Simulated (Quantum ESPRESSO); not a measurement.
Quantum ESPRESSO run on Sr3AlN3 (P6_3/m, 14 atoms in the cell): self-consistent single point.

Method of the run: PBEsol, PseudoDojo standard norm-conserving (PBESOL) pseudopotentials (plane waves; Quantum ESPRESSO).

```yaml
crystal:
  lattice:
    - [7.66141, 0.00000, 0.00000]
    - [-3.83071, 6.63498, 0.00000]
    - [0.00000, 0.00000, 5.39586]
  atoms:
    - { symbol: Sr, position: [0.92783, 0.64066, 0.25000] }
    - { symbol: Sr, position: [0.07217, 0.35934, 0.75000] }
    - { symbol: Sr, position: [0.28717, 0.92783, 0.75000] }
    - { symbol: Sr, position: [0.71283, 0.07217, 0.25000] }
    - { symbol: Sr, position: [0.35934, 0.28717, 0.25000] }
    - { symbol: Sr, position: [0.64066, 0.71283, 0.75000] }
    - { symbol: Al, position: [0.66667, 0.33333, 0.75000] }
    - { symbol: Al, position: [0.33333, 0.66667, 0.25000] }
    - { symbol: N, position: [0.89394, 0.58951, 0.75000] }
    - { symbol: N, position: [0.10606, 0.41049, 0.25000] }
    - { symbol: N, position: [0.30443, 0.89394, 0.25000] }
    - { symbol: N, position: [0.69557, 0.10606, 0.75000] }
    - { symbol: N, position: [0.41049, 0.30443, 0.75000] }
    - { symbol: N, position: [0.58951, 0.69557, 0.25000] }
```

Reference input (self-consistent single point, DFT, PBEsol, plane waves, PseudoDojo standard norm-conserving (PBESOL) pseudopotentials): ecutwfc = 85 Ry; occupations = smearing; smearing = gauss; degauss = 0.000734986 Ry; potentials = {Sr: Sr.upf, Al: Al.upf, N: N.upf}; K_POINTS = automatic 3 3 3 0 0 0; conv_thr = 1e-08 Ry; mixing_beta = 0.5. This run's input differs from it in these lines:

```diff
@@ -44,3 +44,3 @@
 K_POINTS automatic
-3 3 3  0 0 0
+4 4 5  0 0 0
```

Log, with long lists cut:

```
     Self-consistent Calculation

     iteration #  1     ecut=    85.00 Ry     beta= 0.50

     total energy              =    -542.18047076 Ry
     estimated scf accuracy    <       6.03039593 Ry

     iteration #  2     ecut=    85.00 Ry     beta= 0.50

     total energy              =    -543.64428075 Ry
     estimated scf accuracy    <       5.75534957 Ry

     iteration #  3     ecut=    85.00 Ry     beta= 0.50

     total energy              =    -544.61162584 Ry
     estimated scf accuracy    <       0.13766707 Ry

   [... 16 blocks of this kind left out ...]

     iteration # 20     ecut=    85.00 Ry     beta= 0.50

     total energy              =    -544.61671534 Ry
     estimated scf accuracy    <       0.00000004 Ry

     iteration # 21     ecut=    85.00 Ry     beta= 0.50
     End of self-consistent calculation

     the Fermi energy is     7.3243 ev

!    total energy              =    -544.61671535 Ry
     estimated scf accuracy    <          9.0E-09 Ry
     smearing contrib. (-TS)   =      -0.00000000 Ry
     internal energy E=F+TS    =    -544.61671535 Ry

     convergence has been achieved in  21 iterations

     Forces acting on atoms (cartesian axes, Ry/au):

     atom    1 type  1   force =     0.00372804    0.00007458    0.00000000
     atom    2 type  1   force =    -0.00372804   -0.00007458    0.00000000
     atom    3 type  1   force =     0.00179943    0.00326587    0.00000000
     atom    4 type  1   force =    -0.00179943   -0.00326587    0.00000000
     atom    5 type  1   force =    -0.00192861    0.00319129    0.00000000
   [... lines left out ...]

     Total force =     0.009271     Total SCF correction =     0.000049

          total   stress  (Ry/bohr**3)                   (kbar)     P=      -28.84
  -0.00019170   0.00000000   0.00000000          -28.20        0.00        0.00
   0.00000000  -0.00019170   0.00000000            0.00      -28.20        0.00
   0.00000000   0.00000000  -0.00020479            0.00        0.00      -30.13

   JOB DONE.
```

The run converged in 21 iterations. Against the reference run the free energy is nearly the same (within 1 meV/atom), the pressure moves little (-2.90 to -2.88 GPa), the largest force goes from 0.101 to 0.096 eV/Å and the gap on the mesh hardly changes (0.452 to 0.453 eV).

The starting cell comes from a database of computed structures (which also holds hypothetical and non-ambient phases and stackings), without a prior relaxation at this level.

Cost on one core of a shared machine: roughly 5 min.
